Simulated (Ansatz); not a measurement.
The starting structures come from a database of crystals and need not be the phases stable at ambient conditions.

Inside the gap of an insulator the Bloch states are evanescent, with a wavenumber k + iκ along the transport direction.

Data:

```
CELL_PARAMETERS angstrom
      6.89244     0.00000     0.00000
     -3.44622     5.96903     0.00000
      0.00000     0.00000    12.39463
ATOMIC_POSITIONS crystal
  Na 0.33333 0.66667 0.03944
  Na 0.66667 0.33333 0.96056
  Na 0.33333 0.66667 0.46056
  Na 0.66667 0.33333 0.53944
  Na 0.00000 0.00000 0.75000
  Na 0.00000 0.00000 0.25000
  In 0.33333 0.66667 0.75000
  In 0.66667 0.33333 0.25000
  Cl 0.95388 0.31692 0.12831
  Cl 0.04612 0.68308 0.87169
  Cl 0.68308 0.63697 0.12831
  Cl 0.31692 0.36303 0.87169
  Cl 0.36303 0.04612 0.12831
  Cl 0.63697 0.95388 0.87169
  Cl 0.36303 0.31692 0.37169
  Cl 0.63697 0.68308 0.62831
  Cl 0.95388 0.63697 0.37169
  Cl 0.04612 0.36303 0.62831
  Cl 0.68308 0.04612 0.37169
  Cl 0.31692 0.95388 0.62831
```

Space group of this cell: P-31c. The cell is taken as given.

Transport runs along the normal of the first two printed cell vectors, the (001) plane of the conventional cell.

The gap is the functional's own. No spin-orbit coupling. Mid-gap values are interpolated on the energy grid.

### Question
Predict the band gap and the smallest decay constant κ at mid-gap from r2SCAN run with Ansatz (a program for electronic structure).

### Answer
Gap 4.54 eV on a 6×6×4 mesh; κ = 0.367 1/Å, at the zone centre.
